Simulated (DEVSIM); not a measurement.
# Schottky contact on n-type Ge

Device: Schottky contact on n-type Ge, at 300 K.

| layer (left to right) | material | thickness (μm) | Nd (cm⁻³) | τn (s) | τp (s) |
|---|---|---|---|---|---|
| 1 | Ge | 9.00 | 2e15 | 0.00021 | 0.00021 |

Left contact: Schottky, work function 4.4 eV, emission velocity 2e6 cm/s. Right contact: ohmic. Voltage is applied to the left contact. Recombination: SRH at mid-gap, radiative, Auger. Mobility is μmin + (μ − μmin)/(1 + (N/Nref)^α).

This is a model device: material constants are rounded textbook-type values typed into the input, and sizes, dopings and lifetimes were drawn at random. Values at 300 K.

```
parameter           Ge
-------------  -------
gap (eV)         0.664
affinity (eV)        4
permittivity        16
Nc (cm⁻³)      1.04e19
Nv (cm⁻³)         6e18
μn (cm²/Vs)       3900
μp (cm²/Vs)       1900
μn,min             150
μp,min             100
Nref,n          2.6e17
Nref,p            4e17
αn                0.56
αp                 0.6
B (cm³/s)      6.4e-14
Cn (cm⁶/s)       1e-31
Cp (cm⁶/s)       1e-31
```

Simulated with DEVSIM: 1D drift-diffusion, Boltzmann statistics, complete ionisation; no tunnelling, impact ionisation, image-force lowering or self-heating. Metal contacts follow the ideal Schottky-Mott rule: no Fermi-level pinning, no interface dipoles.

```
Property                                           Value
---------------------------------------------  ---------
Potential step across the device at zero bias    0.179 V
Largest field in the device at zero bias       8400 V/cm
Dark forward voltage at 100 A/cm²                0.210 V
```

Dark forward current:

```csv
V (V),J (A/cm²)
0.05,3.1
0.15,47
0.20,91
0.30,200
0.40,330
0.45,400
0.55,540
0.65,680
0.70,750
0.80,890
0.90,1000
1.00,1200
1.05,1200
1.15,1400
1.25,1500
1.30,1600
1.40,1700
1.50,1800
1.55,1900
1.65,2000
```

Dark reverse current:

| V (V) | J (A/cm²) |
|---|---|
| -0.20 | -0.61 |
| -0.50 | -0.62 |
| -1.00 | -0.62 |
| -1.50 | -0.63 |
| -2.00 | -0.63 |
| -3.00 | -0.63 |
| -4.00 | -0.63 |
| -5.00 | -0.63 |
| -6.50 | -0.63 |
| -8.00 | -0.63 |
| -10.00 | -0.63 |
